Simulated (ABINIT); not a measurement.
Band structure of AlCo (Pm-3m, 2 atoms in the cell).

```yaml
crystal:
  lattice:
    - [2.79515, 0.00000, 0.00000]
    - [0.00000, 2.79515, 0.00000]
    - [0.00000, 0.00000, 2.79515]
  atoms:
    - { symbol: Al, position: [0.00000, 0.00000, 0.00000] }
    - { symbol: Co, position: [0.50000, 0.50000, 0.50000] }
```

Level of theory: PBE, PAW (JTH v2.0 PBE PAW) (plane waves; ABINIT 10.0.3).

Settings: pseudos = [Al.GGA_PBE-JTH.xml, Co.GGA_PBE-JTH.xml]; ecut = 60 Ry; pawecutdg = 120 Ry; pawxcdev = 0; ixc = 11; occopt = 7; tsmear = 0.272 eV; ngkpt = 9 9 9; nshiftk = 1; shiftk = 0 0 0; potentials = JTH v2.0 PBE PAW; kptopt = 1; nstep = 60.

The starting cell comes from a database of computed structures (which also holds hypothetical and non-ambient phases and stackings), without a prior relaxation at this level. Its lattice was rescaled by a random factor within 2.5 % of one. Spin polarisation is off.

Levels in eV from the Fermi level, bands 7 to 14:
```tsv
point	7	8	9	10	11	12	13	14
Γ	-3.20	-0.86	-0.86	-0.86	6.28	6.28	6.28	9.02
X	-2.55	-1.81	-1.81	-0.74	0.27	8.49	10.96	10.96
M	-2.78	-2.78	-1.59	-1.59	-0.20	2.64	3.86	13.43
R	-4.19	-0.16	-0.16	2.40	2.40	2.40	4.68	5.70
```

Bands cross the Fermi level along this path, so the cell is metallic at this level.
